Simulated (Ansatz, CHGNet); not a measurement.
# L1₂ (Cu3Au-type) Ni3Si, lattice constant a

Reference value: 3.510 Å (measured, temperature not stated, not corrected to a static lattice; as tabulated in Metallic Nickel Silicides: Experiments and Theory for NiSi and First Principles …).

```json
[
 {"level (code)": "CHGNet-r²SCAN", "value (Å)": "3.465"},
 {"level (code)": "LDA (Ansatz)", "value (Å)": "3.428"},
 {"level (code)": "PBE (Ansatz)", "value (Å)": "[?]"},
 {"level (code)": "PBEsol (Ansatz)", "value (Å)": "[?]"},
 {"level (code)": "PBEsol-D3(BJ) (Ansatz)", "value (Å)": "3.427"},
 {"level (code)": "r²SCAN+rVV10 (Ansatz)", "value (Å)": "3.456"},
 {"level (code)": "LC-ωPBE (Ansatz)", "value (Å)": "3.417"}
]
```

**Question.** Some entries are withheld; supply them.

**Answer.** 
- PBE (Ansatz, a quantum-chemistry and plane-wave program), value (Å): 3.506
- PBEsol (Ansatz), value (Å): 3.461

Differences against the reference: CHGNet-r²SCAN -1.28 %, LDA -2.34 %, PBE -0.11 %, PBEsol -1.40 %, PBEsol-D3(BJ) -2.36 %, r²SCAN+rVV10 -1.54 %, LC-ωPBE -2.65 %.

The reference's temperature isn't stated, so close values are not ranked against it. Off by more than 1.25 %, or 1.75 % on the side where a correction would as a rule narrow the miss (bounds picked here): LC-ωPBE (-2.65 %), PBEsol-D3(BJ) (-2.36 %), LDA (-2.34 %).

The reference isn't brought to a static lattice, while the calculations are for one, so the differences are not the levels' errors alone. A static lattice is as a rule a little smaller than the measured one. The crystal itself was run without spin with LDA, PBE, PBEsol, PBEsol-D3(BJ), r²SCAN+rVV10, LC-ωPBE; a magnetic state was not tried in these runs. LC-ωPBE: the run has no spin polarisation, so it can have missed a magnetic state. Cutoffs and k meshes differ between the levels. Ansatz's density-functional and Hartree–Fock values are scalar-relativistic unless marked +SOC, with PAW data made under PBE.

Machine-learned potentials (CHGNet-r²SCAN) are trained on DFT data: a solid inside that data is no test of them.

Differences are worked out from the printed values.
